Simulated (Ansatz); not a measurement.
An Ansatz (an electronic-structure program) input (PBE-D3(BJ), PAW, 420 eV (Ansatz; scalar-relativistic without spin-orbit coupling)):

Ansatz 0.2 input:
```yaml
crystal:
  lattice:
    - [3.7537506981, 0, 0]
    - [-1.876875349, 3.2508434641, 0]
    - [0, 0, 6.0616974573]
  atoms:
    - { symbol: Zr, position: [0, 0, 0] }
    - { symbol: Se, position: [0.3333333333, 0.6666666667, 0.2650695506] }
    - { symbol: Se, position: [0.6666666667, 0.3333333333, 0.7349304494] }
basis: { ecutwfc: 420, ecutrho_ratio: 4, xc_grid: 2, fft_grid_basis: typed }
kpoints: { mp_grid: { grid: [14, 14, 8] } }
hamiltonian:
  xc: pbe
  dispersion: d3bj
  pseudopotentials: { kind: paw }
scf: { occupations: { method: fermi_dirac, width: 0.05 }, convergence: { dr2_threshold: 0.0000000003 } }
relax: { f_tol: 0.005, max_steps: 50 }
output: { forces: true, stress: true }
checkpoint: { write: state.ck, write_every: 1000 }
```

Question: Which symmetry and how many k-points will the program report, and about how many plane waves at Γ?

Answer: Space group P-3m1 (ITA 164) with 12 operations, k-points 168 of 1568, and 1437 plane waves at Γ.

Question: And the final pressure?

Answer: -0.56 GPa (compression positive).

The cells carry an imposed strain or load. Whether these cells are dynamically stable was not tested. The cell was made from ZrSe$_{2}$ in the CdI2 type structure (space group P-3m1, No. 164; layered, stacked along the Cartesian z axis) by this change: isotropic strain +0.50 %.
